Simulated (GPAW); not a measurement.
**Equation of state of zinc-blende ZnSe (space group 216): energy against volume (GPAW, LDA)**

```xyz
2
Lattice="0.0000 2.7247 2.7247 2.7247 0.0000 2.7247 2.7247 2.7247 0.0000" Properties=species:S:1:pos:R:3 pbc="T T T"
Zn     0.0000     0.0000     0.0000
Se     4.0871     4.0871     4.0871
```

Computed with LDA (Perdew-Wang 92), GPAW PAW datasets LDA (gpaw-data 1.0.1) (plane waves; GPAW). Settings: mode = pw; ecut = 780 eV; xc = LDA; kpts = 10 10 10; mesh shift (steps) = 0 0 0; occupations.name = fermi-dirac; occupations.width = 0.01 eV; nbands = -6; convergence.bands = -4; symmetry.symmorphic = false; symmetry.tolerance = 0.0005; maxiter = 150. The cell above is the first row's. The rows scale it uniformly. In all rows fractional positions and the k mesh are held. E is the free energy at the stated smearing, counted from the lowest row.

| V (Å^3/atom) | E (meV/atom) |
|---|---|
| 20.229 | ? |
| 20.669 | 7.65 |
| 21.109 | 1.59 |
| 21.548 | 0.00 |
| 21.988 | 2.41 |
| 22.428 | 8.40 |
| 22.868 | 17.57 |
| 23.307 | 29.59 |
| 23.747 | 44.14 |

### Question
Using the third-order Birch-Murnaghan form, a cubic in V^(-2/3), estimate the missing E at V = 20.229 from the other rows, showing the fit.

### Answer
With u = V^(-2/3) - 0.127, the rows have u = 0.005776, 0.003925, 0.002140, 0.000412, -0.001260, -0.002878, -0.004442, -0.005960. Least squares gives E = 3.555 - 3038.7·u + 640975·u² + 1370399·u³. Residuals (row less fit): -0.002, 0.004, -0.001, -0.002, 0.001, -0.007, 0.010, -0.004; standard error 0.007 (degrees of freedom: 4). Its minimum lies at u = 0.002353, so V0 = (0.129353)^(-3/2) = 21.49. There d²E/du² = 1301000 and d³E/du³ = 8222000, so B0 = (4/9) × 21.49^(-7/3) × 1301000 × 0.160218 = 72.1 GPa (the last factor turns the table's units into GPa), and B0' = 4 + (2/3) × 0.129353 × (8222000)/1301000 = 4.5. The program's pressures in the fitted runs (not shown) pass through zero at V = 21.50, 0.00 % from this V0. At the withheld row, u = 0.007695, so E = 3.555 - 3038.7 × 0.007695 + 640975 × 0.007695² + 1370399 × 0.007695³ = 18.751 meV/atom. The calculation gives 18.74 meV/atom, 0.011 meV/atom below the prediction (under 0.05 % of the range of E in the table). The row lies outside the fitted rows, so this is an extrapolation. From the scatter of the fitted rows alone, a prediction at this place has a standard error of 0.020 meV/atom, so the miss is 0.5 times that.

Carrying the step between the two nearest rows on in a straight line would have given 13.71, off by 5.03; series whose last step already gives the withheld value aren't shown. The scan was laid around a cell of about the measured size, scaled by a guess for this functional. The runs keep the symmetry of the cell, so they don't test it for distortions. Cutoffs and mesh are single choices, not tested for convergence of this quantity. Series with a scatter that would blur these digits, or in which a gap closes, are not shown. Nor are scans whose minimum lies at an end fitted in this form.
